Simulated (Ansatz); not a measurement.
The starting structures come from a database of crystals and need not be the phases stable at ambient conditions.

```xyz
5
Lattice="8.3113 0.0000 0.0000 4.1557 8.5495 0.0000 4.1557 -0.6733 2.3029" Properties=species:S:1:pos:R:3 pbc="T T T"
Ba     0.0000     0.0000     0.0000
Mg    11.0818     2.9666     0.8674
Mg     5.5409     4.9095     1.4355
Sb    11.0818     5.7536     1.6823
Sb     5.5409     2.1225     0.6206
```

Space group of this cell: P-3m1. The cell is taken as given.

Transport runs along the normal of the first two printed cell vectors, the (111) plane of the conventional cell.

No gap correction and no spin-orbit coupling; mid-gap values are interpolated between computed energies.

Q: Give the band gap and the smallest decay constant κ at mid-gap that r2SCAN run with Ansatz (an electronic-structure program) yields.

A: Gap 1.21 eV on a 14×14×14 mesh; κ = 0.118 1/Å, at the zone centre.
